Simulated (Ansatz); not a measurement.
**What pressure −2 GPa does to GaP**

The reference is GaP in the zinc blende structure (space group F-43m, No. 216; a = 5.5060 Å).

The change: hydrostatic tension (pressure −2 GPa).

The values are results of PBE (Ansatz, a quantum-chemistry and plane-wave program), without spin-orbit coupling, not measurements. k-mesh 10×10×10 (Γ-centred); smearing 0.05 eV (Fermi–Dirac).

```tsv
quantity	base	changed	shift
volume per atom	20.86 Å³	21.45 Å³	+0.59 Å³
density	4.01 g/cm³	3.90 g/cm³	-0.11 g/cm³
lattice parameter a	5.506 Å	5.557 Å	+0.051 Å
shortest interatomic distance	2.384 Å	2.406 Å	+0.022 Å
enthalpy H = E + PV relative to the base's energy	–	-0.26 eV/atom	–
band gap	1.58 eV	1.36 eV	-0.22 eV
gap character	direct at Γ	direct at Γ	–
mean gap deformation potential ΔEg/Δln V	–	-8.1 eV	–
electron mass	0.10 mₑ (at Γ)	0.088 mₑ (at Γ)	–
hole mass (degenerate bands, along [100])	0.098, 0.40, 0.40 mₑ (at Γ)	0.086, 0.41, 0.41 mₑ (at Γ)	–
valley order (the lowest conduction-band minima on the path, energy above the VBM, named in the base's zone)	Γ 1.58 eV; L along ⟨111⟩ 1.58 eV; a point along ⟨100⟩, about 1.0 Å⁻¹ from Γ 1.64 eV	Γ 1.36 eV; L along ⟨111⟩ 1.50 eV; a point along ⟨100⟩, about 1.0 Å⁻¹ from Γ 1.69 eV	–
```

Load acts through the strain it causes; cell and atoms are relaxed under it. Effective masses come from finite differences of ±0.01 Å⁻¹. Whether these cells are dynamically stable was not tested. The real GaP has an indirect gap at ambient pressure; PBE orders its close-lying valleys differently.
